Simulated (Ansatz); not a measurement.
# Short convergence ladders for AlTc2 (I4mm, 3 atoms in the cell)

```
CELL_PARAMETERS angstrom
     -1.48306     1.48306     4.70677
      1.48306    -1.48306     4.70677
      1.48306     1.48306    -4.70677
ATOMIC_POSITIONS crystal
  Al 0.00531 0.00531 0.00000
  Tc 0.66991 0.66991 0.00000
  Tc 0.33009 0.33009 0.00000
```

Base method: PBEsol, default PAW files made with PBE (plane waves; Ansatz, a first-principles code).

Base settings: basis.ecutwfc = 500 eV; kpoints.mp_grid.grid = 13 13 13; hamiltonian.xc = pbesol; hamiltonian.pseudopotentials = {kind: paw} (the program's default PAW files); scf.occupations.method = fermi_dirac; scf.occupations.width = 0.1 eV.

The count of work is k-points × plane waves × bands × iterations; it is no time. Core times come from one kind of shared machine, to one figure; runs under 30 s give none.

**The k-point mesh at a smearing width of 0.05 eV**

In this ladder: scf.occupations.width = 0.05 eV.

The second cell is the first with its lattice scaled by 0.98.

Only quantities that move along the ladder and can be compared are tabulated.

```csv
kpoints.mp_grid.grid,free energy less the last step's (meV/atom),energy of the compressed cell less the first (meV/atom),pressure (GPa),largest difference of a force vector from the last step's (eV/Å),count of work / last,core time / last (rough)
5 5 5,16.47,41.44,-0.16,0.052,0.0090,–
7 7 7,0.34,40.23,-0.42,0.016,0.020,–
8 8 8,4.10,40.68,-0.33,0.199,0.030,–
10 10 10,-0.76,40.15,-0.43,0.059,0.051,–
12 12 12,-0.16,40.32,-0.40,0.015,0.082,–
17 17 17,-0.20,40.37,-0.39,0.008,0.20,0.3
21 21 21,0.11,40.42,-0.38,0.013,0.36,0.4
30 30 30,0.00,40.41,-0.39,0.000,1.0,1
```

Coarsest kpoints.mp_grid.grid that holds the energy of the compressed cell less the first within 0.2 meV/atom of the last step, with all finer ones: 12 12 12, at 0.082 of the last step's count of work; the step before is off by 0.26 meV/atom.

Coarsest kpoints.mp_grid.grid that holds the forces within 0.02 eV/Å: not settled: the last two steps still differ by 0.013 eV/Å, over half the tolerance, so the ladder does not show it.

Coarsest kpoints.mp_grid.grid that holds the pressure within 0.2 GPa of the last step, with all finer ones: 7 7 7, at 0.020 of the last step's count of work; the step before is off by 0.22 GPa.

The energy difference between the two cells stays within 1 meV/atom of the last step's from 7 7 7 on, the total only from 10 10 10 on: much of the error is common to both cells and cancels.

**The width of Gaussian smearing**

In this ladder: kpoints.mp_grid.grid = 21 21 21; scf.occupations.method = gaussian.

Narrow widths need finer meshes than wide ones, so the last steps can hold mesh noise.

Only quantities that move along the ladder and can be compared are tabulated; pressure and forces are left out, as mesh noise rules them at narrow widths.

```csv
scf.occupations.width,free energy less the last step's (meV/atom),energy extrapolated to zero width less the last step's (meV/atom)
1 eV,-128.67,12.01
0.5 eV,-32.40,-2.33
0.3 eV,-12.29,-0.79
0.2 eV,-5.50,-0.26
0.1 eV,-1.14,-0.02
0.05 eV,0.00,0.00
```

Widest scf.occupations.width that holds the free energy within 5 meV/atom of the last step, with all finer ones: 0.1 eV; the step before is off by 5.5 meV/atom.

Widest scf.occupations.width that holds the energy extrapolated to zero width within 1 meV/atom of the last step, with all finer ones: 0.3 eV; the step before is off by 2.3 meV/atom.

The extrapolation to zero width removes most of the smearing's effect on the energy.

**The mesh under tetrahedron occupations**

In this ladder: scf.occupations.method = tetrahedron; scf.occupations.width = default.

Only quantities that move along the ladder and can be compared are tabulated.

```csv
kpoints.mp_grid.grid,free energy less the last step's (meV/atom),largest difference of a force vector from the last step's (eV/Å),count of work / last,core time / last (rough)
6 6 6,-2.60,0.102,0.017,–
8 8 8,0.00,0.052,0.033,–
10 10 10,-0.34,0.008,0.057,–
12 12 12,-0.72,0.016,0.091,–
15 15 15,-0.29,0.010,0.16,0.1
23 23 23,-0.06,0.004,0.52,0.6
29 29 29,0.00,0.000,1.0,1
```

Coarsest kpoints.mp_grid.grid that holds the forces within 0.02 eV/Å of the last step, with all finer ones: 10 10 10, at 0.057 of the last step's count of work; the step before is off by 0.052 eV/Å.

Coarsest kpoints.mp_grid.grid that holds the free energy within 2 meV/atom of the last step, with all finer ones: 8 8 8, at 0.033 of the last step's count of work; the step before is off by 2.6 meV/atom.

On the base run: the starting cell comes from a database of computed structures (which also holds hypothetical and non-ambient phases and stackings), without a prior relaxation at this level. Its lattice was rescaled by up to half a per cent. One atom was moved a little off its site on purpose. Spin polarisation is off. Ansatz's pressure includes its estimate of the finite-basis (Pulay) stress.

Left out of this page: 2 runs of the series outside the window shown, repeating another row's setting, or not comparable.

Keys are those of Ansatz 0.2.
